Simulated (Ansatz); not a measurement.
## Hf2N2O (C2/m, No. 12, 15 atoms in the cell; start mp-755314): properties by level of theory

| level (code) | cohesive energy (eV/atom) | band gap (eV) |
|---|---|---|
| LDA (Ansatz) | … | 1.87 |
| PBEsol (Ansatz) | 7.91 | 1.91 |
| r²SCAN (Ansatz) | … | 2.39 |
| r²SCAN+rVV10 (Ansatz) | … | 2.36 |

Q: Some entries are withheld; supply them.

A: 
- LDA (Ansatz, a first-principles code), cohesive energy (eV/atom): 8.58
- r²SCAN (Ansatz), cohesive energy (eV/atom): 7.43
- r²SCAN+rVV10 (Ansatz), cohesive energy (eV/atom): 7.63

Computed values are for a static lattice. Levels without +SOC have no spin–orbit coupling; where heavier elements are present it shifts gaps, mostly down, and can invert bands.  Each level is taken at its own relaxed cell. Cutoffs differ between the levels. Ansatz's density-functional and Hartree–Fock values are scalar-relativistic unless marked +SOC, with PAW data made under PBE.

Caveats: the relaxation could not lower the start's symmetry, so the cell can be a saddle point above a distorted one (LDA, PBEsol, r²SCAN, r²SCAN+rVV10). Ansatz's density-functional and Hartree–Fock values are scalar-relativistic unless marked +SOC, with PAW data made under PBE.

Unless a cell is named, each level is at its own relaxed cell (LDA 11.42, PBEsol 11.70, r²SCAN 11.85, r²SCAN+rVV10 11.76 Å³/atom).

Free atoms are spin-polarised, in the lowest state found; at levels without +SOC their spin–orbit coupling is left out.

The computed numbers hold no vibrational or temperature effects.

A start named mp-… is a Materials Project structure, which need not be a measured phase.
